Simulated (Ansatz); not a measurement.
## ZrC, pressure series

Consider ZrC in the rock salt structure (space group Fm-3m, No. 225; a = 4.709 Å).

Cell and atoms are relaxed at each pressure.

The values are results of PBE, PAW, 420 eV (Ansatz, a first-principles code; no spin-orbit coupling), not measurements.

```
P (GPa)  V (Å³/atom)
-------  -----------
-2.00         13.171
-1.00         13.110
0.89          12.999
2.08          12.931
4.48          12.800
9.00          12.569
15.00         12.292
22.50         11.983
30.00         11.708
```

Task: Fit a third-order Birch–Murnaghan equation of state.

Result: Least squares on P(V) = (3B₀/2)[(V₀/V)^(7/3) − (V₀/V)^(5/3)]·[1 + (3/4)(B₀′ − 4)((V₀/V)^(2/3) − 1)] gives V₀ = 13.05 Å³/atom, B₀ = 222 GPa and B₀′ = 4.0.

Measured bulk modulus of ZrC: 223.1 GPa (temperature not stated; as listed in arXiv:1102.4063); the computed value is for a static lattice, so the two differ by thermal effects too.

Load acts through the strain it causes; cell and atoms are relaxed under it. No phonon test of stability was made. No other phases were tried under pressure. The final runs are not spin-polarised.
